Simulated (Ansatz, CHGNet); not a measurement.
For NiGe (Pnma, No. 62, 8 atoms in the cell; start mp-1099), the machine-learned potential CHGNet-r²SCAN (trained on r²SCAN data) gives:

```
Quantity                    Result
------------------  --------------
volume per atom      13.74 Å³/atom
formation enthalpy  -0.316 eV/atom
```

What does LDA (Ansatz, an electronic-structure program, plane waves, PAW) give for the same quantities?


- equilibrium volume per atom: 12.74 Å³/atom (decreases by 7.3 %)
- formation enthalpy: -0.387 eV/atom (moves by -0.071 eV/atom)

Changes are worked out from the printed values.

Unless a cell is named, each level is at its own relaxed cell (CHGNet-r²SCAN 13.74, LDA 12.74 Å³/atom).

The crystal itself was run without spin with LDA; a magnetic state was not tried in these runs.

Caveats: the cell has another shape than the first-principles one, perhaps another minimum in the same group (CHGNet-r²SCAN); the relaxation could not lower the start's symmetry, so the cell can be a saddle point above a distorted one (CHGNet-r²SCAN, LDA). Ansatz's density-functional and Hartree–Fock values are scalar-relativistic unless marked +SOC, with PAW data made under PBE.

A start named mp-… is a Materials Project structure, which need not be a measured phase.
